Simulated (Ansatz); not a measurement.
The reference is Ru in the hcp (Mg type) structure (space group P6_3/mmc, No. 194; a = 2.704 Å, c = 4.263 Å; relaxed with 0.1 eV smearing). Axes: x lies along a and z along c of the hexagonal cell.

Calculations: Ansatz (a first-principles code), r2SCAN, PAW, cutoff 500 eV, without spin-orbit coupling.

Before the change:

```
Property    Value
--------  -------
Pressure  0.0 GPa
```

Now apply this change: biaxial strain +1.50 %, plane normal [001], relaxed out of plane (Cartesian); in-plane vectors clamped, the third vector and the atoms free.

Estimate the effect on the pressure.

The pressure (mean of the normal stresses, compression positive) goes from zero to -6.4 GPa.

What does the calculation give for the out-of-plane strain after the change?

The out-of-plane strain comes out as -0.82 %.

No phonon test of stability was made. All final runs are without spin polarisation.
